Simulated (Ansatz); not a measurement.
TlBr (Cmcm, No. 63, 4 atoms in the cell; start mp-568949; a measured phase of this formula has another space group) was calculated with PBEsol (PAW; Ansatz, a quantum-chemistry and plane-wave program).

Input:

Ansatz 0.2 input:
```yaml
crystal:
  lattice:
    - [2.169746916, -6.0772407993, 0.0]
    - [2.169746916, 6.0772407993, 0.0]
    - [0.0, 0.0, 4.8668916538]
  atoms:
    - { symbol: Tl, position: [0.3905809505, 0.6094190495, 0.75] }
    - { symbol: Tl, position: [0.6094190495, 0.3905809505, 0.25] }
    - { symbol: Br, position: [0.8638008605, 0.1361991395, 0.25] }
    - { symbol: Br, position: [0.1361991395, 0.8638008605, 0.75] }
basis:
  ecutwfc: 520
  ecutrho_ratio: 4
  xc_grid: 2
kpoints:
  mp_grid: { grid: [8, 8, 8] }
  band_path:
    path:
      - [0.0, 0.0, 0.0]
      - [-0.125, 0.125, 0.0]
      - [-0.25, 0.25, 0.0]
      - [-0.375, 0.375, 0.0]
      - [-0.5, 0.5, 0.0]
      - [-0.463645, 0.536355, 0.0]
      - [-0.427289, 0.572711, 0.0]
      - [-0.390934, 0.609066, 0.0]
      - [-0.354578, 0.645422, 0.0]
      - [-0.318223, 0.681777, 0.0]
      - [-0.281867, 0.718133, 0.0]
      - [0.281867, 0.281867, 0.0]
      - [0.246634, 0.246634, 0.0]
      - [0.2114, 0.2114, 0.0]
      - [0.176167, 0.176167, 0.0]
      - [0.140934, 0.140934, 0.0]
      - [0.1057, 0.1057, 0.0]
      - [0.070467, 0.070467, 0.0]
      - [0.035233, 0.035233, 0.0]
      - [0.0, 0.0, 0.083333]
      - [0.0, 0.0, 0.166667]
      - [0.0, 0.0, 0.25]
      - [0.0, 0.0, 0.333333]
      - [0.0, 0.0, 0.416667]
      - [0.0, 0.0, 0.5]
      - [0.035233, 0.035233, 0.5]
      - [0.070467, 0.070467, 0.5]
      - [0.1057, 0.1057, 0.5]
      - [0.140934, 0.140934, 0.5]
      - [0.176167, 0.176167, 0.5]
      - [0.2114, 0.2114, 0.5]
      - [0.246634, 0.246634, 0.5]
      - [0.281867, 0.281867, 0.5]
      - [-0.281867, 0.718133, 0.5]
      - [-0.318223, 0.681777, 0.5]
      - [-0.354578, 0.645422, 0.5]
      - [-0.390934, 0.609066, 0.5]
      - [-0.427289, 0.572711, 0.5]
      - [-0.463645, 0.536355, 0.5]
      - [-0.5, 0.5, 0.5]
      - [-0.5, 0.5, 0.416667]
      - [-0.5, 0.5, 0.333333]
      - [-0.5, 0.5, 0.25]
      - [-0.5, 0.5, 0.166667]
      - [-0.5, 0.5, 0.083333]
      - [0.0, 0.071429, 0.0]
      - [0.0, 0.142857, 0.0]
      - [0.0, 0.214286, 0.0]
      - [0.0, 0.285714, 0.0]
      - [0.0, 0.357143, 0.0]
      - [0.0, 0.428571, 0.0]
      - [0.0, 0.5, 0.0]
      - [0.0, 0.5, 0.083333]
      - [0.0, 0.5, 0.166667]
      - [0.0, 0.5, 0.25]
      - [0.0, 0.5, 0.333333]
      - [0.0, 0.5, 0.416667]
      - [0.0, 0.5, 0.5]
      - [0.0, 0.428571, 0.5]
      - [0.0, 0.357143, 0.5]
      - [0.0, 0.285714, 0.5]
      - [0.0, 0.214286, 0.5]
      - [0.0, 0.142857, 0.5]
      - [0.0, 0.071429, 0.5]
      - [-0.125, 0.125, 0.5]
      - [-0.25, 0.25, 0.5]
      - [-0.375, 0.375, 0.5]
    npoints: 1
hamiltonian:
  xc: pbesol
  dispersion: none
  pseudopotentials: { kind: paw }
scf:
  occupations: { method: fermi_dirac, width: 0.01 }
  convergence: { dr2_threshold: 0.0000000004 }
output:
  forces: true
  stress: true
  eigenvalues: true
  write_bands: true
```

Excerpt of the program's output:

```
Crystal: 4 atoms, lattice volume = 128.350 Å³
Basis set: ecut = 520 eV, 3413 PW (Γ), exchange–correlation on 96×96×80 points (8 copies of the dense FFT grid, shifted against one another)
Bands: 24, of which v1, the nominal top of the filled ones, is band 20 counted from 1 (19 counted from 0)
Symmetry: 8 space group operations
Space group: Cmcm (ITA 63), of the structure as read, at distance tolerance 5.0e-5 Å
k-points: 105 of 512
Functional: x = pbesol(κ = 0.804, μ = 0.12345679012345678), c = pbesol(β = 0.046)
SCF iter   1: F=—  HF=-28067.427919 eV  |F-HF|=—  |Δ(HF+E_count)|=         —  Δρ=2.74e-3  dr2=1.96e-2
SCF iter   2: F=—  HF=-28067.419302 eV  |F-HF|=—  |Δ(HF+E_count)|=   8.62e-3  Δρ=1.16e-3  dr2=3.04e-3
  ...
SCF iter   7: F=—  HF=-28067.418982 eV  |F-HF|=—  |Δ(HF+E_count)|=   5.87e-8  Δρ=1.78e-6  dr2=4.50e-9
SCF iter   8: F=-28067.418982 eV  HF=-28067.418982 eV  |F-HF|=1.64e-10  |Δ(HF+E_count)|=   4.80e-9  Δρ=4.58e-7  dr2=3.35e-10
SCF 1 converged in 8 iterations: F = -28067.418982 eV  dr2 = 3.35e-10
SCF converged after 8 iterations
Free energy (F): -28067.418982 eV
Internal energy: -28067.418982 eV  (E = F + TS)
E sigma→0 (E₀):  -28067.418982 eV
Fermi energy:    5.871841 eV
--- Stress (GPa, compression-positive) ---
       -0.000436      -0.000000       0.000000
       -0.000000      -0.007395      -0.000000
        0.000000      -0.000000      -0.000991
  P = ⅓ Tr σ = -0.0029 GPa (-0.029 kbar)
```

The PAW data were made under PBE.

The result took around 40 core-seconds (rough).

A start named mp-… is a Materials Project structure, which need not be a measured phase.
